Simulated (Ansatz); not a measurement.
The parent structure is AlAs in the zinc blende structure (space group F-43m, No. 216).

```xyz
2
Lattice="0.0000 2.8371 2.8371 2.8371 0.0000 2.8371 2.8371 2.8371 0.0000" Properties=species:S:1:pos:R:3 pbc="T T T"
As     4.2557     4.2557     4.2557
Al     0.0000     0.0000     0.0000
```

Cartesian axes are those of the cell as printed.

The values are results of Kohn–Sham DFT with the PBEsol functional, run in Ansatz (an electronic-structure program) with PAW and 420 eV plane waves, no spin-orbit coupling, earlier PAW set, not measurements.

For the base:

| Quantity | Result |
|---|---|
| Valence-band top at Γ | 0.00, 0.00, 0.00 eV |

One thing is altered: biaxial strain +4.88 %, plane normal [001], relaxed out of plane (Cartesian); in-plane vectors clamped, the third vector and the atoms free.

Question: What does the calculation give for the energy relative to the base after the change?

Answer: The energy goes up by 33 meV/atom.

Question: What does the calculation give for the valence-band top at Γ after the change?

Answer: The valence-band top at Γ (three highest levels, from the VBM) becomes 0.00, -0.41, -0.41 eV (base: 0.00, 0.00, 0.00 eV).

The levels and masses belong to the bands next to the band gap. Whether these cells are dynamically stable was not tested.
